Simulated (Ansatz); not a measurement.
Ansatz (an electronic-structure program) run on Mg3Sn (I4/mmm, 4 atoms in the cell): self-consistent single point.

Computed with PBEsol, PAW files made with PBE (plane waves; Ansatz).

The change in words: lattice scaled by 0.98. Reference geometry:
```yaml
crystal:
  lattice:
    - [-2.23151, 2.23151, 4.49982]
    - [2.23151, -2.23151, 4.49982]
    - [2.23151, 2.23151, -4.49982]
  atoms:
    - { symbol: Mg, position: [0.50000, 0.50000, 0.00000] }
    - { symbol: Mg, position: [0.25000, 0.75000, 0.50000] }
    - { symbol: Mg, position: [0.75000, 0.25000, 0.50000] }
    - { symbol: Sn, position: [0.00000, 0.00000, 0.00000] }
```

Reference input (self-consistent single point, DFT, PBEsol, plane waves, PAW files made with PBE): kpoints.mp_grid.grid = 8 8 8; hamiltonian.xc = pbesol; hamiltonian.pseudopotentials = {kind: paw} (the program's default PAW files); scf.occupations.method = gaussian; scf.occupations.width = 0.272 eV. This run's input differs from it in these lines:

```diff
@@ -3,5 +3,5 @@
   lattice:
-    - [-2.231515, 2.231515, 4.499820]
-    - [2.231515, -2.231515, 4.499820]
-    - [2.231515, 2.231515, -4.499820]
+    - [-2.186885, 2.186885, 4.409824]
+    - [2.186885, -2.186885, 4.409824]
+    - [2.186885, 2.186885, -4.409824]
   atoms:
```

Log, with long lists cut:

```
SCF iter   1: F=—  HF=-11686.857484 eV  |F-HF|=—  |Δ(HF+E_count)|=         —  Δρ=2.82e-2  dr2=9.89e-1  ethr=3.10e-3  ⟨swp⟩=6.0  Hψ=6997  notcnv=0
all-band conjugate gradients solve this SCF's bands
preconditioner: auto → Kerker (q_TF=auto, 2.448 Å⁻¹)
SCF iter   2: F=—  HF=-11686.599637 eV  |F-HF|=—  |Δ(HF+E_count)|=   2.58e-1  Δρ=1.48e-2  dr2=2.75e-1  ethr=2.25e-3  ⟨swp⟩=2.0  Hψ=2926  notcnv=0  defer=16
   [... lines left out ...]
SCF iter   5: F=—  HF=-11686.528380 eV  |F-HF|=—  |Δ(HF+E_count)|=   9.23e-5  Δρ=2.04e-4  dr2=4.15e-5  ethr=1.14e-6  ⟨swp⟩=2.0  Hψ=2777  notcnv=0  defer=16
SCF iter   6: F=—  HF=-11686.528358 eV  |F-HF|=—  |Δ(HF+E_count)|=   2.21e-5  Δρ=4.97e-5  dr2=2.85e-6  ethr=9.43e-8  ⟨swp⟩=2.0  Hψ=2779  notcnv=0  defer=16
SCF iter   7: F=—  HF=-11686.528357 eV  |F-HF|=—  |Δ(HF+E_count)|=   6.74e-7  Δρ=1.26e-5  dr2=1.67e-7  ethr=6.47e-9  ⟨swp⟩=2.0  Hψ=1899  notcnv=0  defer=16
SCF iter   8: F=-11686.528357 eV  HF=-11686.528357 eV  |F-HF|=4.65e-9  |Δ(HF+E_count)|=   3.86e-8  Δρ=2.38e-6  dr2=8.30e-9  ethr=2.27e-10  ⟨swp⟩=7.4  Hψ=7111  notcnv=0
SCF 1 converged in 8 iterations: F = -11686.528357 eV  dr2 = 8.30e-9
Free energy (F): -11686.528357 eV
Internal energy: -11686.470479 eV  (E = F + TS)
E sigma→0 (E₀):  -11686.499418 eV
Entropy (-TS):   -0.057878 eV (-14.470 meV/atom)
Fermi energy:    8.432612 eV
--- Forces (eV/Å), atoms counted from 1 ---
  atom   1  Mg     0.00000000     0.00000000     0.00000000
   [... zero for the other atoms too ...]
--- Stress (GPa, compression-positive) ---
        2.638983      -0.000000       0.000000
       -0.000000       2.638983       0.000000
        0.000000       0.000000       3.003892
  P = ⅓ Tr σ = 2.7606 GPa (27.606 kbar)
  The stress holds the Pulay correction. Without it, at fixed plane waves, as pw.x and ABINIT print it: P = 2.7527 GPa
```

The run converged in 8 iterations. Against the reference run the free energy rises by 9.8 meV/atom and the pressure goes from -0.23 to 2.76 GPa.

The starting cell comes from a database of computed structures (which also holds hypothetical and non-ambient phases and stackings), without a prior relaxation at this level. For this run, on top of that: lattice scaled by 0.98. Ansatz's pressure includes its estimate of the finite-basis (Pulay) stress.

Keys are those of Ansatz 0.2.
